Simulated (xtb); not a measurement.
xtb 6.7.1, GFN1-xTB: B(OH)(OMe)(OEt) (CCOB(O)OC), 16 atoms. The geometry is a generated start, not checked to be a minimum at this level.

- method: GFN1-xTB
- --acc: 1 (default)
- --etemp (K): 300 (default)
- detailed input (--input): none: ANC optimiser, Lindh (1995) Hessian, microcycle=20, maxdispl=1.0, hlow=0.01 (default)
- basis functions: 46
- valence electrons: 42

```xyz
16

B     -0.0067     0.4976    -0.4602
O     -0.0322     1.5660     0.4006
H     -0.3757     2.3771     0.0296
O     -0.4093     0.5527    -1.7683
C     -0.8714     1.7388    -2.3693
H     -0.1120     2.5274    -2.3352
H     -1.0860     1.5025    -3.4121
H     -1.7875     2.0999    -1.8896
O      0.4335    -0.7095    -0.0547
C      0.8944    -0.9633     1.2612
C      0.2935    -2.2660     1.7734
H      1.9878    -1.0432     1.2192
H      0.6300    -0.1298     1.9202
H      0.5242    -3.0719     1.0827
H      0.7038    -2.5021     2.7515
H     -0.7866    -2.1762     1.8509
```

The structure is relaxed from this start with --opt LEVEL for the levels crude, sloppy, loose, lax, normal, tight, vtight, extreme, once each. Up to the end of the extreme run atoms move by at most 0.98 Å along an axis.

### Question
Choose the cheapest level whose final energy lies within 20 meV of that of extreme.

### Answer
normal: 35 cycles against 52, ending 0.52 meV above.

| level | cycles | energy above the extreme run (meV) | gradient norm (eV/Å) |
|---|---|---|---|
| crude | 3 | 30 | 0.10 |
| sloppy | 3 | 30 | 0.10 |
| loose | 4 | 29 | 0.067 |
| lax | 4 | 29 | 0.067 |
| normal | 35 | 0.52 | 0.032 |
| tight | 42 | 0.061 | 0.023 |
| vtight | 51 | under 0.01 | 0.0020 |
| extreme | 52 | — | 0.0019 |
